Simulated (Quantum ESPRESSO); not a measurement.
A self-consistent single point of Os3W (P6_3/mmc, 8 atoms in the cell) with Quantum ESPRESSO.

Method of the run: PBEsol, PseudoDojo standard norm-conserving (PBESOL) pseudopotentials (plane waves; Quantum ESPRESSO 7.5).

The change in words: lattice scaled by 0.98. Reference geometry:
```yaml
crystal:
  lattice:
    - [5.52853, 0.00000, 0.00000]
    - [-2.76426, 4.78785, 0.00000]
    - [0.00000, 0.00000, 4.39709]
  atoms:
    - { symbol: Os, position: [0.16637, 0.33274, 0.25000] }
    - { symbol: Os, position: [0.83363, 0.66726, 0.75000] }
    - { symbol: Os, position: [0.83363, 0.16637, 0.75000] }
    - { symbol: Os, position: [0.16637, 0.83363, 0.25000] }
    - { symbol: Os, position: [0.66726, 0.83363, 0.25000] }
    - { symbol: Os, position: [0.33274, 0.16637, 0.75000] }
    - { symbol: W, position: [0.33333, 0.66667, 0.75000] }
    - { symbol: W, position: [0.66667, 0.33333, 0.25000] }
```

Reference input (self-consistent single point, DFT, PBEsol, plane waves, PseudoDojo standard norm-conserving (PBESOL) pseudopotentials): ecutwfc = 75 Ry; occupations = smearing; smearing = fermi-dirac; degauss = 0.0073499 Ry; potentials = {Os: Os.upf, W: W.upf}; K_POINTS = automatic 4 4 5 0 0 0; conv_thr = 1e-11 Ry. This run's input differs from it in these lines:

```diff
@@ -23,10 +23,10 @@
 ATOMIC_POSITIONS {bohr}
-Os    0.00000000    3.01053834    2.07732396
-Os    5.22370355    6.03718162    6.23197188
-Os    7.84020443    1.50526917    6.23197188
-Os   -2.61650087    7.54245079    2.07732396
-Os    2.61650087    7.54245079    2.07732396
-Os    2.60720268    1.50526917    6.23197188
-W     0.00000000    6.03181331    6.23197188
-W     5.22370355    3.01590665    2.07732396
+Os    0.00000000    2.95032745    2.03577739
+Os    5.11922926    5.91643773    6.10733216
+Os    7.68340001    1.47516372    6.10733216
+Os   -2.56417075    7.39160145    2.03577739
+Os    2.56417075    7.39160145    2.03577739
+Os    2.55505852    1.47516372    6.10733216
+W     0.00000000    5.91117678    6.10733216
+W     5.11922926    2.95558839    2.03577739
 K_POINTS {automatic}
@@ -34,5 +34,5 @@
 CELL_PARAMETERS {angstrom}
-   5.52852975     0.00000000     0.00000000
-  -2.76426488     4.78784721     0.00000000
-   0.00000000     0.00000000     4.39709000
+   5.41795892     0.00000000     0.00000000
+  -2.70897946     4.69209007     0.00000000
+   0.00000000     0.00000000     4.30914800
```

Output (repeated stretches shortened):

```
     Self-consistent Calculation

     iteration #  1     ecut=    75.00 Ry     beta= 0.70

     Threshold (ethr) on eigenvalues was too large:
     Diagonalizing with lowered threshold

     total energy              =   -1517.25005971 Ry
     estimated scf accuracy    <       0.25216456 Ry

     iteration #  2     ecut=    75.00 Ry     beta= 0.70

     total energy              =   -1517.26390500 Ry
     estimated scf accuracy    <       0.11020085 Ry

     iteration #  3     ecut=    75.00 Ry     beta= 0.70

     total energy              =   -1517.26766856 Ry
     estimated scf accuracy    <       0.36559587 Ry

   [... 7 blocks of this kind left out ...]

     iteration # 11     ecut=    75.00 Ry     beta= 0.70

     total energy              =   -1517.31357510 Ry
     estimated scf accuracy    <          1.9E-10 Ry

     iteration # 12     ecut=    75.00 Ry     beta= 0.70
     End of self-consistent calculation

   [... 7 lines left out ...]

   [... 7 lines left out ...]

     the Fermi energy is    26.2688 ev

!    total energy              =   -1517.31357510 Ry
     estimated scf accuracy    <          4.5E-12 Ry
     smearing contrib. (-TS)   =      -0.01489406 Ry
     internal energy E=F+TS    =   -1517.29868104 Ry

     convergence has been achieved in  12 iterations

     Forces acting on atoms (cartesian axes, Ry/au):

     atom    1 type  1   force =     0.00000000    0.00112543    0.00000000
     atom    2 type  1   force =     0.00000000   -0.00112543   -0.00000000
     atom    3 type  1   force =    -0.00097465    0.00056271    0.00000000
     atom    4 type  1   force =     0.00097465   -0.00056271   -0.00000000
     atom    5 type  1   force =    -0.00097465   -0.00056271    0.00000000
   [... lines left out ...]

     Total force =     0.002757     Total SCF correction =     0.000017

          total   stress  (Ry/bohr**3)                   (kbar)     P=      197.75
   0.00138814   0.00000000   0.00000000          204.20        0.00        0.00
   0.00000000   0.00138814   0.00000000            0.00      204.20        0.00
   0.00000000   0.00000000   0.00125663            0.00        0.00      184.86

   JOB DONE.
```

The run converged in 12 iterations. Against the reference run the free energy goes up by 32.7 meV/atom, the pressure goes from -6.17 to 19.78 GPa and the largest force goes from 0.018 to 0.029 eV/Å.

The starting cell comes from a database of computed structures (which also holds hypothetical and non-ambient phases and stackings), without a prior relaxation at this level. For this run, on top of that: lattice scaled by 0.98. Spin polarisation is off. With a pressure of about 20 GPa the cell is away from its equilibrium volume at this level.

Cost on one core of a shared machine: roughly 3 min.
